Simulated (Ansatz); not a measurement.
Consider Ta in the bcc (W type) structure (space group Im-3m, No. 229; a = 3.306 Å; relaxed with 0.1 eV smearing).

The values are results of Ansatz (a first-principles code), r2SCAN, PAW, cutoff 500 eV, scalar-relativistic without spin-orbit coupling, earlier PAW set, not measurements.

For the base:

* **Pressure**: 0.0 GPa

Modification: an isotropic linear strain of −1.22 %; the atoms relax in the strained cell.

Task: Predict the new energy relative to the base.

Result: The energy grows by 16 meV/atom.

Task: What happens to the pressure?

Result: The pressure goes from zero to 7.9 GPa.

Stability against distortions was not tested. All final runs are without spin polarisation.
